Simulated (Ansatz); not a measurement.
We consider PbZrO₃ (Amm2, No. 38, 5 atoms in the cell; start mp-20337; a measured phase of this formula has another space group), described by r²SCAN (Ansatz, an electronic-structure program, plane waves, PAW).

Run with plane-wave cutoff 500 eV, 10×10×10 k mesh, Fermi–Dirac smearing 0.05 eV, scalar-relativistic PAW data made under PBE.

Cell (relaxed at this level):

```cif
data_O3PbZr
_chemical_formula_sum 'Zr1 Pb1 O3'
_space_group_name_H-M_alt 'P 1'
_space_group_IT_number 1
_cell_length_a 4.13383
_cell_length_b 4.21368
_cell_length_c 4.21368
_cell_angle_alpha 88.760
_cell_angle_beta 90.000
_cell_angle_gamma 90.000
loop_
_space_group_symop_operation_xyz
  'x, y, z'
loop_
_atom_site_label
_atom_site_type_symbol
_atom_site_fract_x
_atom_site_fract_y
_atom_site_fract_z
_atom_site_occupancy
Zr1 Zr 0.50000 0.50722 0.50722 1
Pb1 Pb 0.00000 0.94805 0.94805 1
O1 O 0.50000 0.03056 0.56209 1
O2 O 0.50000 0.56209 0.03056 1
O3 O 0.00000 0.55908 0.55908 1
```

Question: Give the computed band gap.

Answer: 
band gap: 3.12 eV (on the SCF k mesh)

Note: the relaxation could not lower the start's symmetry, so the cell can be a saddle point above a distorted one.

Spin–orbit coupling is not included; with these elements it can move the gap by several tenths of an eV or more.

It cost about 11 core-minutes (a rough figure) of CPU time.

A start named mp-… is a Materials Project structure, which need not be a measured phase.
